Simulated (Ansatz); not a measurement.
Functionals compared on the (21-32) surface of hcp Be in its 1x1 cell, outermost plane spacing 0.23 Å in the ideal cut, in Ansatz (plane waves, PAW). The structure was relaxed with PBE; the other rows are single points on it, each with its references at the same level. Cutoff 420 eV (500 eV for r2SCAN).

Slab: 32 atoms, 10.5 Å thick at the start (thin: gaps and levels are the slab's own); k 9x7x1, smearing 0.1 eV, dipole-corrected; all atoms relaxed; start symmetry kept, larger cells not searched; no spin, no spin-orbit, no U. These notes are the PBE run's.

```
functional  surface energy (J/m²)  work function of the top face (eV)          rough cost of the single point
----------  ---------------------  ----------------------------------  --------------------------------------
PBE                          2.38                                4.69                                       –
LDA                          2.66                                4.86                 roughly 70 core-seconds
PBEsol                        [?]                                 [?]  about 60 core-seconds (a rough figure)
RPBE                         2.23                                4.61          around 60 core-seconds (rough)
r2SCAN                       2.47                                4.70           very roughly 110 core-seconds
```

**Question.** Fill in the missing entries.

**Answer.** 
- PBEsol, surface energy (J/m²): 2.56
- PBEsol, work function of the top face (eV): 4.74

Ansatz is a first-principles code.
